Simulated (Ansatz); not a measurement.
Start from GaP in the zinc blende structure (space group F-43m, No. 216; a = 5.451 Å). Axes: x, y, z lie along the cube axes.

The values are results of r2SCAN (Ansatz, a quantum-chemistry and plane-wave program; PAW; 500 eV plane waves; scalar-relativistic without spin-orbit coupling), not measurements.

Before the change:

| Property | Result |
|---|---|
| Band gap | 1.85 eV |
| Pressure | 0.00 GPa |
| Valence-band top at Γ | 0.00, 0.00, 0.00 eV |

The change: the cell is compressed by 0.50 % along z with no lateral relaxation; the atoms relax in the strained cell.

Q: What happens to the band gap, pressure and valence-band top at Γ?

A: The band gap drops by 0.06 eV, from 1.85 eV to 1.79 eV; the pressure (mean of the normal stresses, compression positive) goes from zero to 0.45 GPa; the valence-band top at Γ (three highest levels, from the VBM) becomes 0.00, -0.03, -0.03 eV (base: 0.00, 0.00, 0.00 eV).

Stability against distortions was not tested.
